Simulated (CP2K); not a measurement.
A short convergence ladder for CdInS2 (P3m1, 4 atoms in the cell)

```
CELL_PARAMETERS angstrom
      3.88111     0.00000     0.00000
     -1.94055     3.36114     0.00000
      0.00000     0.00000     6.83096
ATOMIC_POSITIONS crystal
  Cd 0.00000 0.00000 0.00732
  In 0.00000 0.00000 0.50000
  S  0.66667 0.33333 0.75505
  S  0.33333 0.66667 0.24495
```

Base method: CP2K with LDA (Pade form), GPW, DZVP-MOLOPT-SR-GTH basis, GTH-PADE potentials (GTH_POTENTIALS).

Base settings: CUTOFF = 500 Ry; REL_CUTOFF = 60 Ry; SMEAR/METHOD = FERMI_DIRAC; ELECTRONIC_TEMPERATURE = 1160.45 K; KPOINTS/SCHEME = MONKHORST-PACK 4 4 2; GAMMA_CENTERED = T; XC_FUNCTIONAL = PADE; Cd/BASIS_SET = DZVP-MOLOPT-SR-GTH-q12; Cd/POTENTIAL = GTH-PADE-q12; In/BASIS_SET = DZVP-MOLOPT-SR-GTH-q13.

**The setting rel cutoff**

The second cell is the first with its lattice scaled by 0.98.

The mesh stays at the base's, so the ladder's end is converged at best in this setting alone.

Only quantities that move along the ladder and can be compared are tabulated.

```csv
REL_CUTOFF,free energy less the last step's (meV/atom),energy of the compressed cell less the first (meV/atom),pressure (GPa),largest difference of a force vector from the last step's (eV/Å)
20 Ry,-18.05,-27.12,-4.57,0.035
30 Ry,-0.67,-29.04,-5.14,0.003
40 Ry,0.01,-28.77,-5.17,0.000
50 Ry,0.00,-28.78,-5.17,0.000
60 Ry,0.00,-28.78,-5.17,0.000
80 Ry,0.00,-28.78,-5.17,0.000
100 Ry,0.00,-28.78,-5.17,0.000
```

Coarsest REL_CUTOFF that holds the forces within 0.02 eV/Å of the last step, with all finer ones: 30 Ry; the step before is off by 0.035 eV/Å.

Coarsest REL_CUTOFF that holds the pressure within 0.1 GPa of the last step, with all finer ones: 30 Ry; the step before is off by 0.59 GPa.

Coarsest REL_CUTOFF that holds the free energy within 0.5 meV/atom of the last step, with all finer ones: 40 Ry; the step before is off by 0.67 meV/atom.

On the base run: the starting cell comes from a database of computed structures (which also holds hypothetical and non-ambient phases and stackings), without a prior relaxation at this level. Its lattice was rescaled by up to half a per cent. One atom was moved a little off its site on purpose. Values carry the incompleteness of an atom-centred basis. In the base run, with a pressure of about -5 GPa the cell is away from its equilibrium volume at this level. Without a gap this mesh is coarse (it stands for a supercell whose shortest vector is 14 Å).

Left out of this page: 1 run of the series unsound by tests on forces, stress, charge or solver warnings.
